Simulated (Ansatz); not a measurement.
## Effect of uniaxial strain ε_xx = +5.77 % on CuAu

The parent structure is CuAu (space group P4/mmm, No. 123; a = 2.853 Å, c = 3.570 Å; relaxed with 0.1 eV smearing). Axes: x, y, z lie along a, b, c of the conventional cell.

Now apply this change: the cell is stretched by 5.77 % along x with no lateral relaxation; the atoms relax in the strained cell.

The values are results of DFT with r2SCAN, PAW potentials and a 500 eV plane-wave cutoff in Ansatz (a program for electronic structure), no spin-orbit coupling, not measurements. Γ-centred 20×20×16 mesh, Fermi–Dirac width 0.1 eV.

| quantity | base | changed | shift |
|---|---|---|---|
| volume per atom | 14.53 Å³ | 15.37 Å³ | +0.84 Å³ |
| shortest interatomic distance | 2.694 Å | 2.738 Å | +0.044 Å |
| energy relative to the base (free energy F) | 0 meV/atom | +22 meV/atom | +22 meV/atom |
| pressure (mean of the normal stresses, compression positive) | 0.0 GPa | -7.4 GPa | -7.4 GPa |
| band gap | zero | zero | – |
| stress (xx, yy, zz, yz, xz, xy; compression positive) | – | (-7.9, -6.9, -7.4, 0.0, 0.0, 0.0) GPa | – |

Final structure:

```
CELL_PARAMETERS angstrom
      3.01775     0.00000     0.00000
      0.00000     2.85312     0.00000
      0.00000     0.00000     3.57027
ATOMIC_POSITIONS crystal
  Cu 0.50000 0.50000 0.50000
  Au 0.00000 0.00000 0.00000
```

Stability against distortions was not tested. The final runs are not spin-polarised.
